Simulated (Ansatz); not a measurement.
System: interstitial H in rock-salt CaO (charge state -1). Calculation: PBE, PAW (plane waves to 420 eV; Ansatz, a program for electronic structure).

64-site cell at the relaxed PBE lattice, the Γ point alone, smearing 0.01 eV, spin-restricted, no finite-size correction. Static, classical nuclei. The charge state is imposed; whether it is stable for some Fermi level was not computed. Sites that were not tried may lie lower.

Barriers: single points on a 2×2×2 k-point mesh shifted by half a step at the bands' geometries (they differ from the bands' own by up to 0.08 eV, and are uncertain by about as much).

Relaxed starting cell (atoms counted from 1):

```yaml
crystal:
  lattice:
    - [9.66247, 0.00000, 0.00000]
    - [0.00000, 9.66247, 0.00000]
    - [0.00000, 0.00000, 9.66247]
  atoms:
    - { symbol: Ca, position: [0.00291, 0.00282, 0.00334] }
    - { symbol: Ca, position: [0.99908, 0.99903, 0.50116] }
    - { symbol: Ca, position: [0.99898, 0.50065, 0.99952] }
    - { symbol: Ca, position: [0.00028, 0.49919, 0.49973] }
    - { symbol: Ca, position: [0.50067, 0.99895, 0.99951] }
    - { symbol: Ca, position: [0.49921, 0.00024, 0.49963] }
    - { symbol: Ca, position: [0.49931, 0.49921, 0.00067] }
    - { symbol: Ca, position: [0.49956, 0.49954, 0.50012] }
    - { symbol: O, position: [0.26430, 0.98536, 0.98596] }
    - { symbol: O, position: [0.24984, 0.99978, 0.49934] }
    - { symbol: O, position: [0.24985, 0.49878, 0.00042] }
    - { symbol: O, position: [0.25009, 0.50216, 0.50274] }
    - { symbol: O, position: [0.75082, 0.99983, 0.00034] }
    - { symbol: O, position: [0.74757, 0.99956, 0.50268] }
    - { symbol: O, position: [0.74761, 0.50211, 0.00019] }
    - { symbol: O, position: [0.74961, 0.50006, 0.50061] }
    - { symbol: Ca, position: [0.00303, 0.24671, 0.24719] }
    - { symbol: Ca, position: [0.99902, 0.25065, 0.74952] }
    - { symbol: Ca, position: [0.99902, 0.74900, 0.25116] }
    - { symbol: Ca, position: [0.00017, 0.75036, 0.75085] }
    - { symbol: Ca, position: [0.50069, 0.25060, 0.25108] }
    - { symbol: Ca, position: [0.49929, 0.24937, 0.75086] }
    - { symbol: Ca, position: [0.49921, 0.75032, 0.24991] }
    - { symbol: Ca, position: [0.49961, 0.75003, 0.75047] }
    - { symbol: O, position: [0.26418, 0.26408, 0.26483] }
    - { symbol: O, position: [0.24982, 0.24976, 0.75139] }
    - { symbol: O, position: [0.24975, 0.75072, 0.25029] }
    - { symbol: O, position: [0.25001, 0.74755, 0.74806] }
    - { symbol: O, position: [0.75083, 0.24975, 0.25038] }
    - { symbol: O, position: [0.74755, 0.25006, 0.74813] }
    - { symbol: O, position: [0.74746, 0.74753, 0.25056] }
    - { symbol: O, position: [0.74963, 0.74961, 0.75018] }
    - { symbol: Ca, position: [0.24682, 0.00287, 0.24716] }
    - { symbol: Ca, position: [0.25061, 0.99898, 0.74947] }
    - { symbol: Ca, position: [0.25066, 0.50058, 0.25108] }
    - { symbol: Ca, position: [0.24946, 0.49923, 0.75092] }
    - { symbol: Ca, position: [0.74903, 0.99902, 0.25113] }
    - { symbol: Ca, position: [0.75039, 0.00019, 0.75087] }
    - { symbol: Ca, position: [0.75045, 0.49921, 0.24999] }
    - { symbol: Ca, position: [0.74995, 0.49963, 0.75048] }
    - { symbol: O, position: [0.98552, 0.98556, 0.26469] }
    - { symbol: O, position: [0.99987, 0.99985, 0.75132] }
    - { symbol: O, position: [0.99989, 0.49887, 0.25037] }
    - { symbol: O, position: [0.99963, 0.50207, 0.74814] }
    - { symbol: O, position: [0.49888, 0.99983, 0.25027] }
    - { symbol: O, position: [0.50217, 0.99956, 0.74800] }
    - { symbol: O, position: [0.50212, 0.50201, 0.25059] }
    - { symbol: O, position: [0.50007, 0.50001, 0.75015] }
    - { symbol: Ca, position: [0.24686, 0.24676, 0.00323] }
    - { symbol: Ca, position: [0.25065, 0.25060, 0.50118] }
    - { symbol: Ca, position: [0.25059, 0.74894, 0.99945] }
    - { symbol: Ca, position: [0.24944, 0.75041, 0.49968] }
    - { symbol: Ca, position: [0.74905, 0.25058, 0.99954] }
    - { symbol: Ca, position: [0.75050, 0.24941, 0.49972] }
    - { symbol: Ca, position: [0.75041, 0.75040, 0.00073] }
    - { symbol: Ca, position: [0.74994, 0.75000, 0.50012] }
    - { symbol: O, position: [0.98548, 0.26421, 0.98607] }
    - { symbol: O, position: [0.99986, 0.24984, 0.49937] }
    - { symbol: O, position: [0.99987, 0.75087, 0.00038] }
    - { symbol: O, position: [0.99954, 0.74753, 0.50262] }
    - { symbol: O, position: [0.49885, 0.24978, 0.00040] }
    - { symbol: O, position: [0.50216, 0.25002, 0.50263] }
    - { symbol: O, position: [0.50214, 0.74746, 0.00010] }
    - { symbol: O, position: [0.50005, 0.74956, 0.50052] }
    - { symbol: H, position: [0.12497, 0.12481, 0.12518] }
```
Cell charge -1.

End state 1 differs by these moves (Å; atoms that move under 0.08 Å are left out):

```csv
atom,element,Δx,Δy,Δz
9,O,0.00,0.00,0.28
25,O,-0.14,-0.14,-0.15
26,O,0.14,0.14,-0.15
41,O,0.14,0.14,-0.15
42,O,-0.14,-0.14,-0.15
57,O,0.00,0.00,0.28
65,H,0.00,0.00,-2.41
```

**Question.** Estimate the forward and backward barriers to end state 1 that PBE, PAW returns for this input.

**Answer.** forward 1.22 eV, backward 1.22 eV; at the saddle point atom 65 has neighbours 2 Ca at 1.91; 2 O at 2.19 Å. The saddle point's order was not checked, and it lies on a symmetry element of the cell, where a band can be held.
